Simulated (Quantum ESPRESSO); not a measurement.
Pressure against volume in rock-salt MgO (space group 225) (Quantum ESPRESSO, PBEsol)

```xyz
2
Lattice="0.0000 2.0439 2.0439 2.0439 0.0000 2.0439 2.0439 2.0439 0.0000" Properties=species:S:1:pos:R:3 pbc="T T T"
Mg     0.0000     0.0000     0.0000
O      2.0439     2.0439     2.0439
```

Method: PBEsol, GBRV 1.5 ultrasoft (PBESOL) pseudopotentials (plane waves; Quantum ESPRESSO). Settings: ecutwfc = 52 Ry; ecutrho = 260 Ry; occupations = smearing; smearing = fd; degauss = 0.000734986 Ry; potentials = {Mg: mg_pbesol_v1.4.uspp.F.UPF, O: o_pbesol_v1.2.uspp.F.UPF}; K_POINTS = automatic 13 13 13 0 0 0; conv_thr = 1e-10 Ry. The cell above is the first row's. The rows scale it uniformly. In all rows fractional positions and the k mesh are held.

```csv
V (Å^3/atom),P (GPa)
8.538,?
8.724,12.71
8.909,8.50
9.095,4.70
9.281,1.26
9.466,-1.84
9.652,-4.65
9.838,-7.19
10.023,-9.48
```

**Question.** Using a cubic, estimate the missing P at V = 8.538 from the other rows, showing the fit.

**Answer.** With u = V - 9.4, the rows have u = -0.6760, -0.4910, -0.3050, -0.1190, 0.0660, 0.2520, 0.4380, 0.6230. Least squares gives P = -0.772 - 16.4655·u + 4.5388·u² - 0.8827·u³. Residuals (row less fit): 0.005, -0.011, 0.003, 0.007, -0.001, -0.003, -0.003, 0.002; standard error 0.007 (degrees of freedom: 4). The fitted pressure is zero at V0 = 9.354, where dP/dV = -16.89, so B0 = -V0·dP/dV = 158 GPa. At the withheld row, u = -0.8620, so P = -0.772 - 16.4655 × (-0.8620) + 4.5388 × (-0.8620)² - 0.8827 × (-0.8620)³ = 17.359 GPa. The calculation gives 17.39 GPa, 0.031 GPa above the prediction (0.1 % of the range of P in the table). The row lies outside the fitted rows, so this is an extrapolation. From the scatter of the fitted rows alone, a prediction at this place has a standard error of 0.020 GPa, so the miss is 1.6 times that.

Carrying the step between the two nearest rows on in a straight line would have given 16.94, off by 0.45; series whose last step already gives the withheld value aren't shown. The scan was laid around a cell of about the measured size, scaled by a guess for this functional. The runs keep the symmetry of the cell, so they don't test it for distortions. Cutoffs and mesh are single choices, not tested for convergence of this quantity. Series with a scatter that would blur these digits, or in which a gap closes, are not shown.
